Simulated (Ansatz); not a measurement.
Results of LDA (PAW; Ansatz, an electronic-structure program) for GaAlN2 (P3m1, No. 156, 4 atoms in the cell; start mp-1228894).

Run with plane-wave cutoff 520 eV, 12×12×8 k mesh (along the axes of the cell as run), Fermi–Dirac smearing 0.01 eV, scalar-relativistic PAW data made under PBE.

Cell (relaxed at this level):

```yaml
crystal:
  lattice:
    - [3.11910, 0.00000, 0.00000]
    - [-1.55955, 2.70122, 0.00000]
    - [0.00000, 0.00000, 5.05308]
  atoms:
    - { symbol: Al, position: [0.00000, 0.00000, 0.99947] }
    - { symbol: Ga, position: [0.66667, 0.33333, 0.49715] }
    - { symbol: N, position: [0.66667, 0.33333, 0.11291] }
    - { symbol: N, position: [0.00000, 0.00000, 0.62686] }
```

Q: Predict the band gap.

A: 
- band gap = 3.09 eV (direct)

Spin–orbit coupling is not included.

Computed values are for the static lattice.

Computing time: very roughly 21 core-seconds.

A start named mp-… is a Materials Project structure, which need not be a measured phase.
